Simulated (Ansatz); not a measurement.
# SnTe: uniaxial strain ε_yy = +3.70 %

The reference is SnTe in the rock salt structure (space group Fm-3m, No. 225; a = 6.371 Å). Axes: x, y, z lie along the cube axes.

The change: uniaxial strain ε_yy = +3.70 %, all other strain components held at zero, atoms relaxed at fixed cell.

All numbers come from Ansatz (an electronic-structure program) r2SCAN, no SOC, earlier PAW set. k-mesh 13×13×13 (Γ-centred); smearing 0.05 eV (Fermi–Dirac).

The volume per atom grows by 1.196 Å³ to 33.52 Å³ and the shortest interatomic distance stays 3.186 Å. The energy rises by 15 meV/atom and the pressure (mean of the normal stresses, compression positive) goes from zero to -1.32 GPa. The band gap goes up by 0.01 eV (0.13 eV → 0.14 eV) and the gap character is direct at N. The stress (xx, yy, zz, yz, xz, xy; compression positive) comes out as (-0.14, -3.69, -0.14, 0.00, 0.00, 0.00) GPa.

With Te present, leaving out spin-orbit coupling can change the band edges. No phonon test of stability was made. A zero or small gap of SnTe can be the functional's error rather than a property of the material. Labels are those of the standard path for the cell's own space group.
